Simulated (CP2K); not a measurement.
Input and output of a self-consistent single point for Sn (P3_121, 3 atoms in the cell) (CP2K)

Level of theory: PBE, GPW, DZVP-MOLOPT-SR-GTH basis, GTH-PBE potentials (GTH_POTENTIALS) (CP2K).

This input was run:

```
&GLOBAL
  PROJECT calc
  RUN_TYPE ENERGY_FORCE
  PRINT_LEVEL LOW
&END GLOBAL
&FORCE_EVAL
  METHOD Quickstep
  STRESS_TENSOR ANALYTICAL
  &DFT
    BASIS_SET_FILE_NAME BASIS_MOLOPT
    POTENTIAL_FILE_NAME GTH_POTENTIALS
    &QS
      METHOD GPW
      EPS_DEFAULT 1E-10
    &END QS
    &MGRID
      CUTOFF 400
      REL_CUTOFF 50
      NGRIDS 4
    &END MGRID
    &SCF
      SCF_GUESS ATOMIC
      EPS_SCF 1E-7
      MAX_SCF 100
      ADDED_MOS 4
      &DIAGONALIZATION
        ALGORITHM STANDARD
      &END DIAGONALIZATION
      &MIXING
        METHOD BROYDEN_MIXING
        ALPHA 0.3
        NBUFFER 8
        BETA 1
      &END MIXING
      &SMEAR ON
        METHOD FERMI_DIRAC
        ELECTRONIC_TEMPERATURE [K] 1160.45
      &END SMEAR
    &END SCF
    &KPOINTS
      SCHEME MONKHORST-PACK 9 9 7
    &END KPOINTS
    &XC
      &XC_FUNCTIONAL PBE
      &END XC_FUNCTIONAL
    &END XC
    &PRINT
      &MO
        EIGENVALUES T
        OCCUPATION_NUMBERS T
        NDIGITS 8
        FILENAME mo
        &EACH
          QS_SCF 0
        &END EACH
        ADD_LAST NUMERIC
      &END MO
      &MULLIKEN OFF
      &END MULLIKEN
    &END PRINT
  &END DFT
  &SUBSYS
    &CELL
      A 4.95247400 0.00000000 0.00000000
      B -2.47623600 4.28896800 0.00000000
      C 0.00000000 0.00000000 5.61874700
      PERIODIC XYZ
    &END CELL
    &COORD
      SCALED
      Sn       0.22540000     0.00000000     0.83333300
      Sn       0.00000000     0.22540000     0.16666700
      Sn       0.77460000     0.77460000     0.50000000
    &END COORD
    &KIND Sn
      BASIS_SET DZVP-MOLOPT-SR-GTH
      POTENTIAL GTH-PBE-q4
    &END KIND
  &END SUBSYS
  &PRINT
    &FORCES ON
    &END FORCES
    &STRESS_TENSOR ON
    &END STRESS_TENSOR
  &END PRINT
&END FORCE_EVAL
```

Output, abridged:

```
 GLOBAL| Method name                                                        CP2K
 GLOBAL| Project name                                                       calc
 GLOBAL| Run type                                                   ENERGY_FORCE

 TOTAL NUMBERS AND MAXIMUM NUMBERS

  Total number of            - Atomic kinds:                                   1
                             - Atoms:                                          3
                             - Shell sets:                                     3
                             - Shells:                                        15
                             - Primitive Cartesian functions:                 15
                             - Cartesian basis functions:                     42
                             - Spherical basis functions:                     39

  Maximum angular momentum of- Orbital basis functions:                        2
                             - Local part of the GTH pseudopotential:          0
                             - Non-local part of the GTH pseudopotential:      4

 SCF PARAMETERS         Density guess:                                    ATOMIC
                        max_scf:                                             100
                        max_diis:                                              4
                        eps_scf:                                        1.00E-07
                        eps_diis:                                       1.00E-01
                        eps_eigval:                                     1.00E-05
                        level_shift [a.u.]:                             0.000000
                        added MOs                                         4    0
                        Mixing method:                            BROYDEN_MIXING
                                                charge density mixing in g-space
                        Smear method:                                FERMI_DIRAC
                        Electronic temperature [K]:                       1160.5
                        Electronic temperature [a.u.]:                  3.67E-03
                        Accuracy threshold:                             1.00E-10
                        No outer SCF

 Extrapolation method: initial_guess

 Number of electrons:                                                         12
 Number of occupied orbitals:                                                  6
 Number of molecular orbitals:                                                10

 Number of orbital functions:                                                 39
 Number of independent orbital functions:                                     39

 SCF WAVEFUNCTION OPTIMIZATION

  Step     Update method      Time    Convergence         Total energy    Change
     1 NoMix/Diag. 0.30E+00      -     0.26904311       -10.4151232863 -1.04E+01
     2 Broy./Diag. 0.30E+00      -     0.00212999       -10.4759813190 -6.09E-02
     3 Broy./Diag. 0.30E+00      -     0.00662487       -10.4074006936  6.86E-02
     4 Broy./Diag. 0.30E+00      -     0.00014223       -10.4198153035 -1.24E-02
     5 Broy./Diag. 0.30E+00      -     0.00047681       -10.4116355660  8.18E-03
     6 Broy./Diag. 0.30E+00      -     0.00006137       -10.4099555089  1.68E-03
     7 Broy./Diag. 0.30E+00      -     0.00010142       -10.4093812048  5.74E-04
   [... 2 lines left out ...]
    10 Broy./Diag. 0.30E+00      -     0.00000053       -10.4091966512  4.83E-06
    11 Broy./Diag. 0.30E+00      -     0.00000061       -10.4091941516  2.50E-06
    12 Broy./Diag. 0.30E+00      -     0.00000019       -10.4091924142  1.74E-06
    13 Broy./Diag. 0.30E+00      -     0.00000011       -10.4091915966  8.18E-07
    14 Broy./Diag. 0.30E+00      -     0.00000002       -10.4091914539  1.43E-07

  *** SCF run converged in    14 steps ***

  Electronic density on regular grids:        -12.0000000000       -0.0000000000
  Core density on regular grids:               11.9999999944       -0.0000000056
  Total charge density on r-space grids:       -0.0000000056
  Total charge density g-space grids:          -0.0000000056

  Overlap energy of the core charge distribution:               0.00000002602342
  Self energy of the core charge distribution:                -22.38107438867133
  Core Hamiltonian energy:                                      4.66498756949800
  Hartree energy:                                              10.29955819481127
  Exchange-correlation energy:                                 -2.99075089531924
  Electronic entropic energy:                                  -0.00191196018020
  Fermi energy:                                                 0.07620537542656

  Total energy:                                               -10.40919145386793
  Total energy (extrapolated to T->0):                        -10.40823547377783

 ENERGY| Total FORCE_EVAL ( QS ) energy [hartree]            -10.409191417308516

 FORCES| Atomic forces [hartree/bohr]
 FORCES|   Atom     x               y               z               |f|
 FORCES|      1  4.20570572E-02  1.79616519E-07  2.96698078E-07   4.20570572E-02
 FORCES|      2 -2.10283655E-02  3.64225963E-02 -3.10327119E-07   4.20570764E-02
 FORCES|      3 -2.10287054E-02 -3.64227996E-02  1.36290082E-08   4.20574224E-02
 FORCES| Sum    -1.36676261E-08 -2.36875804E-08 -3.28991372E-14
 FORCES| Total atomic force                                       2.73478604E-08

 STRESS| Analytical stress tensor [bar]
 STRESS|                        x                   y                   z
 STRESS|      x        7.78246332062E+03   1.95645922013E-01   3.90497217666E-01
 STRESS|      y        1.95645922013E-01   7.78267637250E+03  -2.72695552631E-01
 STRESS|      z        3.90497217666E-01  -2.72695552631E-01   2.49021028269E+04
 STRESS| 1/3 Trace                                             1.34890808400E+04
```

The run converged in 14 iterations.

The starting cell was generated: these elements placed on a structure prototype, without a prior relaxation; it need not be a known phase or ordering of this composition. Its lattice was rescaled by a random factor within 2.5 % of one. Values carry the incompleteness of an atom-centred basis. Forces in this geometry exceed 1 eV/Å.

Cost on one core of a shared machine: roughly 50 s.
